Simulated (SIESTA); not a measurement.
Band structure of FeO (Fm-3m, 4 atoms in the cell).

```yaml
crystal:
  lattice:
    - [4.43695, 2.21848, 2.21848]
    - [2.21848, 4.43695, 2.21848]
    - [2.21848, 2.21848, 4.43695]
  atoms:
    - { symbol: Fe, position: [0.00000, 0.00000, 0.00000], spin: 4.0 }
    - { symbol: Fe, position: [0.50000, 0.50000, 0.50000], spin: -4.0 }
    - { symbol: O, position: [0.25000, 0.25000, 0.25000] }
    - { symbol: O, position: [0.75000, 0.75000, 0.75000] }
```
(The spins are starting values, not results.)

Level of theory: GGA PBE, numerical atomic orbitals DZP, PseudoDojo PBE standard norm-conserving potentials (rewritten from UPF to PSML) (SIESTA 5.4.2).

Settings: XC.functional = GGA; XC.authors = PBE; potentials = PseudoDojo PBE standard; PAO.BasisSize = DZP; PAO.EnergyShift = 0.01 Ry; MeshCutoff = 400 Ry; kgrid.MonkhorstPack = 7 7 7; OccupationFunction = FD; ElectronicTemperature = 10 meV; Spin = polarized; DM.InitSpin = [1 +4.00, 2 -4.00, 3 +0.00, 4 +0.00]; MaxSCFIterations = 150; SCF.Mixer.Method = Broyden; SCF.Mixer.Weight = 0.1.

The starting cell has typed, rounded lattice constants, without a prior relaxation at this level. Its lattice was rescaled by a random factor within 2.5 % of one. The magnetic order is the one reached from the typed start; others were not searched systematically. Values carry the incompleteness of an atom-centred basis.

Levels in eV from the Fermi level, bands 19 to 24 of the first spin channel:
```
point     19     20     21     22     23     24
-----  -----  -----  -----  -----  -----  -----
Γ      -3.43  -2.37  -2.37  -0.16  -0.15  -0.15
L      -2.78  -1.99  -1.72  -0.54   0.49   0.74
B1     -2.89  -2.08  -1.88   0.17   0.28   0.52
B      -2.89  -2.08  -1.88   0.17   0.28   0.52
Z      -3.32  -1.57  -1.57  -0.19  -0.19   0.07
X      -2.86  -2.09  -1.90   0.19   0.29   0.50
Q      -2.86  -2.09  -1.90   0.19   0.29   0.50
F      -2.95  -2.05  -1.93  -0.32   0.49   0.73
P1     -2.90  -2.01  -1.98  -0.35   0.49   0.72
P      -2.90  -2.01  -1.98  -0.35   0.49   0.72
```

Bands cross the Fermi level along this path, so the cell is metallic at this level.

Higher empty bands are left out: an atom-centred basis made for the valence describes them poorly.

The net moment of the cell came out as 0.00 μB.
